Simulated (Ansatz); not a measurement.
## A computed series for hypothetical NiAs type TlF: pressure series

Take TlF in the NiAs type structure (space group P6_3/mmc, No. 194; a = 3.891 Å, c = 7.014 Å; a hypothetical phase, not in the database extracts checked) as the base.

Cell and atoms are relaxed at each pressure.

Method: PBE (Ansatz, a program for electronic structure, PAW, spin-orbit coupling left out).

Computed cases, in order: pressure −2 GPa; pressure −1 GPa; 0 GPa (base); pressure 3 GPa; pressure 7 GPa; pressure 15 GPa; pressure 30 GPa; pressure 50 GPa; pressure 75 GPa; pressure 100 GPa.

### Question
Between which two neighbouring cases does the band gap open or close?

### Answer
Between pressure 15 GPa (0.62 eV) and pressure 30 GPa (zero). The whole series: pressure −2 GPa: 2.23 eV; pressure −1 GPa: 2.19 eV; 0 GPa (base): 2.15 eV; pressure 3 GPa: 2.10 eV; pressure 7 GPa: 1.66 eV; pressure 15 GPa: 0.62 eV; pressure 30 GPa: zero; pressure 50 GPa: zero; pressure 75 GPa: zero; pressure 100 GPa: zero.

The mesh was chosen for an insulator and is coarse for the gapless case. From pressure 15 GPa on, the axis ratios lie over 15 % from the base's, so the cell there is far from its starting form. Spin-orbit coupling, missing from the scalar runs, can matter with Tl. Load acts through the strain it causes; cell and atoms are relaxed under it. Whether these cells are dynamically stable was not tested. Competing high-pressure phases were not computed. The final runs are not spin-polarised. The zero or small gap of TlF under pressure 30 GPa can change with the level of theory.
